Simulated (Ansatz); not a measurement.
Consider a periodic stack without vacuum, zinc-blende CdTe (0 0 1) on rock-salt PbTe (0 0 1) (film strained to the substrate, started from cuts of the bulks and a machine-learned relaxation; slabs Pb4Te4 and Cd4Te4, which can lie off the formulas): substrate slab Pb4Te4, film Cd4Te4, surface cells [[1, 0], [1, 1]] and [[1, 0], [1, 1]], film strained by -0.7 and -0.7 %, outermost planes PbTe/PbTe and Te/Cd as cut, which need not be the usual terminations and can put a slab off its formula. Its start:

```
CELL_PARAMETERS angstrom
      4.64655     0.00000     0.03188
      0.00000     4.64655    -0.07454
     -1.36453     1.11856    27.49255
ATOMIC_POSITIONS crystal
  Pb 0.07252 0.94456 0.17683
  Pb 0.56784 0.47643 0.05169
  Pb 0.13958 0.98016 0.43686
  Pb 0.60060 0.42021 0.29750
  Te 0.56883 0.44668 0.16225
  Te 0.05904 0.97810 0.04147
  Te 0.62061 0.42125 0.40734
  Te 0.09589 0.92337 0.28696
  Cd 0.23582 0.99717 0.70318
  Cd 0.69749 0.47667 0.58052
  Cd 0.17872 0.94495 0.94352
  Cd 0.78889 0.47928 0.82505
  Te 0.21490 0.50456 0.64443
  Te 0.69350 0.98519 0.52272
  Te 0.29130 0.45510 0.88940
  Te 0.75311 0.98770 0.76616
```

The start was prepared with a machine-learned potential, and the result is one local minimum, with the in-plane cell held and forces under 0.04 eV/Å; the film can end far from its bulk form.

Method: PBE (plane waves to 420 eV, PAW; Ansatz, an electronic-structure program). Spin–orbit coupling is left out; the runs are not spin-polarised. Its k-point mesh 5×5×1, Fermi–Dirac width 0.05 eV.

Problem. Predict the relaxed interface.

Solution. 
- interface area: 21.6 Å²
- period: 27.71 Å
- heights between the nearest atoms of the two slabs at the two interfaces: 2.35 and 2.72 Å
- Pb–Te contacts across the interfaces within 1.22 times the sum of covalent radii: 1, mean 3.11 Å
- Cd–Te contacts across the interfaces within 1.22 times the sum of covalent radii: 1, mean 2.76 Å
- two interfaces: unlike, so that offsets are their mean
